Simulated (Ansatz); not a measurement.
Pressure series in SiC

Base system: SiC in the zinc blende structure (space group F-43m, No. 216; a = 4.3798 Å).

Cell and atoms are relaxed at each pressure.

Method: Ansatz (a program for electronic structure), PBE, PAW, cutoff 420 eV, no spin-orbit coupling.

Two rows of this table had their results exchanged by mistake.

```csv
pressure,volume per atom (Å³),shortest distance (Å),band gap
pressure −2 GPa,10.60,1.902,1.38 eV
pressure −1 GPa,10.55,1.899,1.38 eV
pressure 0.9 GPa,9.61,1.841,1.29 eV
pressure 2.1 GPa,10.40,1.890,1.36 eV
pressure 4.5 GPa,10.29,1.884,1.35 eV
pressure 9 GPa,10.10,1.872,1.34 eV
pressure 15 GPa,9.87,1.857,1.31 eV
pressure 22.5 GPa,10.46,1.894,1.37 eV
pressure 30 GPa,9.38,1.826,1.26 eV
```

### Question
Which two?

### Answer
The rows for pressure 0.9 GPa and pressure 22.5 GPa: the volume has to fall steadily with pressure, so 10.46 Å³ belongs to pressure 0.9 GPa and 9.61 Å³ to pressure 22.5 GPa.

Load acts through the strain it causes; cell and atoms are relaxed under it. Stability against distortions was not tested. Competing high-pressure phases were not computed.
